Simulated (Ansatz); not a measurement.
## A computed series for AlN: pressure series

The reference is AlN in the zinc blende structure (space group F-43m, No. 216; a = 4.342 Å).

Cell and atoms are relaxed at each pressure.

The values are results of Ansatz (a first-principles code), LDA, PAW, cutoff 420 eV, no SOC, not measurements.

Candidates:
(a) pressure −2 GPa
(b) pressure 9 GPa
(c) pressure 30 GPa
(d) pressure 15 GPa
(e) pressure 0.9 GPa

Base values:

| Property | Result |
|---|---|
| Smallest direct gap | 4.39 eV |

Task: Order them by smallest direct gap, lowest first.

Result: (a) pressure −2 GPa (4.30 eV), (e) pressure 0.9 GPa (4.43 eV), (b) pressure 9 GPa (4.75 eV), (d) pressure 15 GPa (4.97 eV), (c) pressure 30 GPa (5.22 eV)

Load acts through the strain it causes; cell and atoms are relaxed under it. Whether these cells are dynamically stable was not tested. Tetrahedral semiconductors of this kind turn to denser phases somewhere between about 1 and 50 GPa; those were not computed, so compressed cells here can lie past the real transition. This is not the structure that AlN has at room temperature and ambient pressure.
